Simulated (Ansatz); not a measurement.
An Ansatz (an electronic-structure program) input (PBEsol/PAW in Ansatz, no SOC):

Ansatz 0.2 input:
```yaml
crystal:
  lattice:
    - [4.2734866538, 0, 0]
    - [-2.1367433269, 3.7009480049, 0]
    - [0, 0, 20.9516131821]
  atoms:
    - { symbol: Cd, position: [0.3333333333, 0.6666666667, 0.0113460742] }
    - { symbol: Cd, position: [0.3333333333, 0.6666666667, 0.6676655457] }
    - { symbol: Cd, position: [0.3333333333, 0.6666666667, 0.3210984196] }
    - { symbol: Cd, position: [0.6666666667, 0.3333333333, 0.8572307215] }
    - { symbol: Cd, position: [0.6666666667, 0.3333333333, 0.4763345658] }
    - { symbol: Cd, position: [0.6666666667, 0.3333333333, 0.1662507439] }
    - { symbol: Te, position: [0.3333333333, 0.6666666667, 0.8002753564] }
    - { symbol: S, position: [0.3333333333, 0.6666666667, 0.4421131339] }
    - { symbol: S, position: [0.3333333333, 0.6666666667, 0.1322064358] }
    - { symbol: S, position: [0.6666666667, 0.3333333333, 0.9771192346] }
    - { symbol: Te, position: [0.6666666667, 0.3333333333, 0.6107776955] }
    - { symbol: S, position: [0.6666666667, 0.3333333333, 0.2871820729] }
basis: { ecutwfc: 420, ecutrho_ratio: 4, xc_grid: 2, fft_grid_basis: typed }
kpoints: { mp_grid: { grid: [9, 9, 2] } }
hamiltonian:
  xc: pbesol
  dispersion: none
  pseudopotentials: { kind: paw }
scf: { occupations: { method: fermi_dirac, width: 0.05 }, convergence: { dr2_threshold: 0.0000000012 } }
output: { forces: true, stress: true }
checkpoint: { write: state.ck, write_every: 1000 }
```

**Question.** Which symmetry and how many k-points will the program report, and about how many plane waves at Γ?

**Answer.** Space group P3m1 (ITA 156) with 6 operations, k-points 24 of 162, and 6461 plane waves at Γ.

These are small ordered cells, not random alloys; other orderings at the same x differ. No phonon test of stability was made. The final runs are not spin-polarised. The cell was made from CdS by this change: x(Te) = 0.333, 12 atoms, P3m1.
